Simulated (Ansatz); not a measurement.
# White tin (β-Sn): properties by level of theory

Reference values: lattice constant a 5.831 Å (measured, 293 K, no zero-point or thermal correction; as tabulated in Wikipedia's data pages); lattice parameter c 3.181 Å (measured, 293 K, no zero-point or thermal correction; as tabulated in Wikipedia's data pages).

| level (code) | equilibrium lattice constant a (Å) | lattice parameter c (Å) |
|---|---|---|
| PBEsol (Ansatz) | ? | 3.154 |
| r²SCAN+SOC (Ansatz) | 5.884 | 3.186 |
| r²SCAN+rVV10 (Ansatz) | 5.852 | 3.169 |
| PBE0 (Ansatz) | ? | ? |

Q: Complete the blanks.

A: 
- PBEsol (Ansatz, a first-principles code), equilibrium lattice constant a (Å): 5.839
- PBE0 (Ansatz), equilibrium lattice constant a (Å): 5.873
- PBE0 (Ansatz), lattice parameter c (Å): 3.158

Differences from the reference values (errors of the level alone only where the reference is corrected to a static lattice):

| level | lattice constant a (%) | lattice parameter c (%) |
|---|---|---|
| PBEsol | +0.14 | -0.85 |
| r²SCAN+SOC | +0.91 | +0.16 |
| r²SCAN+rVV10 | +0.36 | -0.38 |
| PBE0 | +0.72 | -0.72 |

Nearest: lattice constant a, not ranked (reference at room or unstated temperature); lattice parameter c, not ranked (reference at room or unstated temperature).

Ansatz's density-functional and Hartree–Fock values are scalar-relativistic unless marked +SOC, with PAW data made under PBE.

Differences are worked out from the printed values.
